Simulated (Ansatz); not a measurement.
**TiAl, pressure series**

Take TiAl (space group P4/mmm, No. 123; a = 2.813 Å, c = 4.058 Å) as the base.

Cell and atoms are relaxed at each pressure.

Level of theory: r2SCAN (Ansatz, an electronic-structure program, PAW, no SOC).

| pressure (GPa) | volume per atom (Å³/atom) |
|---|---|
| -1 | 16.193 |
| 0 | 16.057 |
| 0.9 | ? |
| 2.1 | 15.791 |
| 4.5 | 15.508 |
| 9 | 15.038 |
| 15 | 14.499 |
| 22.5 | 13.930 |
| 30 | 13.446 |

Fit the third-order Birch–Murnaghan form P(V) = (3B₀/2)[(V₀/V)^(7/3) − (V₀/V)^(5/3)]·[1 + (3/4)(B₀′ − 4)((V₀/V)^(2/3) − 1)] (squares taken in P) to the rows shown and predict the withheld row.

Least squares on the printed values gives V₀ = 16.057 Å³/atom, B₀ = 121 GPa, B₀′ = 3.7; this predicts 15.940 Å³/atom, and the run gives 15.941 Å³/atom, in agreement.

Load acts through the strain it causes; cell and atoms are relaxed under it. Whether these cells are dynamically stable was not tested. Competing high-pressure phases were not computed. The final runs are not spin-polarised.
